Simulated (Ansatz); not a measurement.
The parent structure is a 16-atom supercell of TiAl₃ (space group I4/mmm, No. 139) at its relaxed geometry.

```yaml
crystal:
  lattice:
    - [-3.84588, 3.84588, 0.00000]
    - [0.00000, 0.00000, 8.61993]
    - [3.84588, 3.84588, 0.00000]
  atoms:
    - { symbol: Al, position: [0.00000, 0.50000, 0.00000] }
    - { symbol: Al, position: [0.50000, 0.00000, 0.00000] }
    - { symbol: Al, position: [0.50000, 0.50000, 0.50000] }
    - { symbol: Al, position: [0.00000, 0.00000, 0.50000] }
    - { symbol: Al, position: [0.25000, 0.25000, 0.25000] }
    - { symbol: Al, position: [0.75000, 0.75000, 0.25000] }
    - { symbol: Al, position: [0.75000, 0.25000, 0.75000] }
    - { symbol: Al, position: [0.25000, 0.75000, 0.75000] }
    - { symbol: Al, position: [0.75000, 0.25000, 0.25000] }
    - { symbol: Al, position: [0.25000, 0.75000, 0.25000] }
    - { symbol: Al, position: [0.25000, 0.25000, 0.75000] }
    - { symbol: Al, position: [0.75000, 0.75000, 0.75000] }
    - { symbol: Ti, position: [0.00000, 0.00000, 0.00000] }
    - { symbol: Ti, position: [0.50000, 0.50000, 0.00000] }
    - { symbol: Ti, position: [0.50000, 0.00000, 0.50000] }
    - { symbol: Ti, position: [0.00000, 0.50000, 0.50000] }
```

Calculations: plane-wave PAW DFT at the PBE level (Ansatz, a program for electronic structure, 420 eV), no spin-orbit coupling.

Before the change:

```
Property    Value
--------  -------
Pressure  0.0 GPa
```

One thing is altered: one Ti atom is removed, atoms relaxed at fixed cell, starting from a slightly rattled geometry.

What does the calculation give for the pressure and largest displacement of a host atom from its site in the perfect cell after the change?

The pressure goes from zero to -0.4 GPa; the largest displacement of a host atom from its site in the perfect cell is 0.03 Å.

In so small a cell the defect repeats every few ångströms: this is an ordered compound, not a dilute defect. All final runs are without spin polarisation. The defect cell is not spin-polarised.
